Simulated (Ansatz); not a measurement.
Structures of equal composition on the (100) surface of germanium: 1 pair of surface atoms bonded, Si on all surface atoms, no caps; 1 pair of surface atoms bonded, Si on all atoms bonded under the surface atoms, no caps. The slabs share one bottom face, and each structure is named by its start. These are constructed structures in small cells; real faces may alloy, dewet or reconstruct in larger ones, and not all known structures of the face are among them. Slabs of about 17 Å with all that they carry, Fermi-Dirac smearing of 0.025 eV. Bottom of the slabs: built like the top, H on every dangling bond, free. Relaxed from the named starts with such symmetry as they have, on meshes of like density; energies extrapolated to zero smearing; no spin-orbit coupling, no U. Spin-polarised runs, if any, are marked in brackets, and their order is one that fits the cell; the others ran without spin. Where a second, spin-polarised start was run, the lower counts.

Method: PBE (plane waves to 420 eV, PAW; Ansatz, a first-principles code).

Task: Rank these by energy per 1x1 cell (lowest first), as PBE gives it.

Result: 1 pair of surface atoms bonded, Si on all atoms bonded under the surface atoms, no caps (0.000 eV), 1 pair of surface atoms bonded, Si on all surface atoms, no caps (0.165 eV)
